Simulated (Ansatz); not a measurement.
PbGeO3 (Pm-3m, No. 221, 5 atoms in the cell; start mp-1017566) was calculated with r²SCAN+SOC in Ansatz (PAW).

Settings: plane-wave cutoff 560 eV, 14×14×14 k mesh, Fermi–Dirac smearing 0.05 eV, PAW data made under PBE.

Cell (relaxed with PBEsol):

Space group Pm-3m (No. 221); a = b = c = 3.8412 Å, α = β = γ = 90.00°

```json
[
 {"atom": "Ge", "site": "1b", "symmetry": "m-3m", "x": "0.5000", "y": "0.5000", "z": "0.5000"},
 {"atom": "Pb", "site": "1a", "symmetry": "m-3m", "x": "0.0000", "y": "0.0000", "z": "0.0000"},
 {"atom": "O", "site": "3c", "symmetry": "4/mm.m", "x": "0.0000", "y": "0.5000", "z": "0.5000"}
]
```

**Question.** What does this level give for the band gap?

**Answer.** 
- band gap = 0.12 eV (under three smearing widths, so not firm)

Note: cell and atoms aren't relaxed at this level (pressure -0.3 GPa).

A start named mp-… is a Materials Project structure, which need not be a measured phase.

Ansatz is a first-principles code.
